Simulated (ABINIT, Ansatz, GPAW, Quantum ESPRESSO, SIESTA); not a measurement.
## One structure in several programs: TaCr2 (Fd-3m, 6 atoms in the cell)

Self-consistent single point.

```yaml
crystal:
  lattice:
    - [0.00000, 3.44896, 3.44896]
    - [3.44896, 0.00000, 3.44896]
    - [3.44896, 3.44896, 0.00000]
  atoms:
    - { symbol: Ta, position: [0.75000, 0.75000, 0.75000] }
    - { symbol: Ta, position: [0.50000, 0.50000, 0.50000] }
    - { symbol: Cr, position: [0.12500, 0.12500, 0.62500] }
    - { symbol: Cr, position: [0.12500, 0.62500, 0.12500] }
    - { symbol: Cr, position: [0.12500, 0.12500, 0.12500] }
    - { symbol: Cr, position: [0.62500, 0.12500, 0.12500] }
```

All programs got the same cell, k-point mesh and kind of occupations (in Ansatz's words: kpoints.mp_grid.grid = 8 8 8; scf.occupations.method = gaussian; scf.occupations.width = 0.1 eV); potentials, basis and cutoffs are each program's usual ones.

```json
[
 {"code": "Ansatz", "model": "LDA (PW92), PAW files made with PBE", "pressure (GPa)": "-10.93", "k-points": "29", "cutoff": "default"},
 {"code": "Quantum ESPRESSO", "model": "LDA (PZ), GBRV 1.5 ultrasoft (LDA) pseudopotentials", "pressure (GPa)": "-10.77", "k-points": "29", "cutoff": "50 Ry"},
 {"code": "GPAW", "model": "LDA (Perdew-Wang 92), GPAW PAW datasets LDA (gpaw-data 1.0.1)", "pressure (GPa)": "-12.06", "k-points": "29", "cutoff": "800 eV"},
 {"code": "ABINIT", "model": "LDA (PW92), PAW (JTH v2.0 LDA PAW)", "pressure (GPa)": "-9.75", "k-points": "29", "cutoff": "30 Ha"},
 {"code": "SIESTA", "model": "LDA PW92, numerical atomic orbitals DZP, PseudoDojo LDA standard norm-conserving potentials (rewritten from UPF to PSML)", "pressure (GPa)": "-13.65", "k-points": "296", "cutoff": "grid 300 Ry"}
]
```

The spread over the programs that give each value: pressure within 3.90 GPa.

The starting cell comes from a database of computed structures (which also holds hypothetical and non-ambient phases and stackings), without a prior relaxation at this level. On Ansatz's run: Spin-orbit coupling is off. Spin polarisation is off. In the base run, with a pressure of about -11 GPa the cell is away from its equilibrium volume at this level.

Task: Why do the programs differ, and what cannot be compared?

Result: Differences of this kind can come from the potentials, where these differ, and from what each basis and cutoff leave unconverged. The valence holds different numbers of electrons (Ansatz (a first-principles code) 82, Quantum ESPRESSO 82, GPAW 50, ABINIT 82, SIESTA 82). The zero of total energies and Fermi levels follows the potentials and each program's conventions, so they are not compared here. SIESTA uses small atom-centred bases, whose incompleteness enters pressures, forces and empty levels differently from a plane-wave cutoff. Ansatz's pressure is given at a fixed set of plane waves, as the other plane-wave codes print theirs; with its correction for the finite basis it is -10.88 GPa. The same LDA comes in different parametrisations, which differ slightly. The programs reduce the same mesh by symmetry to different extents, which changes the work and not the result. In the pressure, GPAW (by 1.21), ABINIT (by 1.10) and SIESTA (by 2.80) lie more than 1 GPa from the median of the plane-wave programs.

Left out of this page: Elk and FLEUR (not drawn, or without a comparable value).

Keys are those of Ansatz 0.2.
